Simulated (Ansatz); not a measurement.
# Response to strain in SnS

Consider SnS in the GeS type structure (space group Pnma, No. 62; a = 10.9116 Å, b = 3.9534 Å, c = 4.1121 Å). Axes: x, y, z lie along a, b, c of the conventional cell.

Strains are applied to the cell and any free atomic positions relax; under biaxial strain the out-of-plane vector relaxes too; under stress the whole cell relaxes.

Level of theory: DFT with PBEsol-D3(BJ), PAW potentials and a 420 eV plane-wave cutoff in Ansatz (an electronic-structure program), no SOC.

Notes on the quantities. pressure: mean of the normal stresses, compression positive.

```tsv
case	band gap	volume per atom	pressure
base	0.30 eV	22.17 Å³	0.00 GPa
biaxial strain +1.14 %, plane normal [001], relaxed out of plane	0.23 eV	22.37 Å³	(withheld)
biaxial strain +4.48 %, plane normal [001], relaxed out of plane	(withheld)	23.02 Å³	-1.9 GPa
isotropic strain +0.73 %	0.45 eV	22.66 Å³	-1.04 GPa
uniaxial strain ε_yy = −1.38 %	0.08 eV	21.87 Å³	0.82 GPa
uniaxial strain ε_zz = −0.96 %	0.18 eV	21.96 Å³	0.44 GPa
uniaxial stress, 1 GPa compression along z	0.10 eV	21.95 Å³	–
```

### Question
What belongs in the blanks?

### Answer

- biaxial strain +1.14 %, plane normal [001], relaxed out of plane, pressure: -0.56 GPa
- biaxial strain +4.48 %, plane normal [001], relaxed out of plane, band gap: zero

Beyond what the load breaks, stability against distortions was not tested. The final runs are not spin-polarised. Gaps under 0.05 eV, about the width of the smearing, are given as zero. The zero or small gap of SnS under biaxial strain +1.14 %, plane normal [001], relaxed out of plane, SnS under biaxial strain +4.48 %, plane normal [001], relaxed out of plane, SnS under uniaxial strain ε_yy = −1.38 % and SnS under uniaxial strain ε_zz = −0.96 % can change with the level of theory.
